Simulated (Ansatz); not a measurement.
**GaAs (I-4m2): band-edge transport data**

Here is the system:

```
CELL_PARAMETERS angstrom
      0.00000     2.74954     2.89956
      2.74954     0.00000     2.89956
      2.74954     2.74954     0.00000
ATOMIC_POSITIONS crystal
  Ga 0.00000 0.00000 0.00000
  As 0.25000 0.25000 0.25000
```

All values below come from r2SCAN with spin-orbit coupling, rigid bands (plane waves, PAW; Ansatz, a quantum-chemistry and plane-wave program). Condition of this run: biaxial stress in (001) of 3.6 GPa (compression positive) (the target of the relaxation). Geometry: cell and atoms relaxed with PBEsol, then loaded as said.

```json
{
  "band_gap": "1.01 eV",
  "electron conductivity mass (300 K, dilute)": "0.070 (x), 0.070 (y), 0.077 (z) mₑ",
  "hole conductivity mass (300 K, dilute)": "0.22 (x), 0.22 (y), 0.41 (z) mₑ",
  "effective density of states N_c (300 K)": "4.5e17 cm⁻³",
  "effective density of states N_v (300 K)": "2.8e18 cm⁻³",
  "density_of_states_mass_electrons": "0.069 mₑ",
  "density_of_states_mass_holes": "0.23 mₑ",
  "Seebeck coefficient, n-type 1e19 cm⁻³, 300 K": "-148 μV/K",
  "best n-type power factor at 300 K for τ = 10 fs (best axis; densities from 1e16 to 1e21 cm⁻³ tried, whether or not they can be reached)": "25 μW/(cm·K²) at 3e20 cm⁻³",
  "Seebeck coefficient, p-type 1e19 cm⁻³, 300 K": "195 μV/K",
  "best p-type power factor at 300 K for τ = 10 fs (best axis; densities from 1e16 to 1e21 cm⁻³ tried, whether or not they can be reached)": "7.5 μW/(cm·K²) at 1e20 cm⁻³"
}
```

Rigid bands; masses and Seebeck coefficients take one relaxation time τ for all states and one kind of carrier; polarons and phonon drag are left out. Geometry: cell and atoms relaxed with PBEsol.
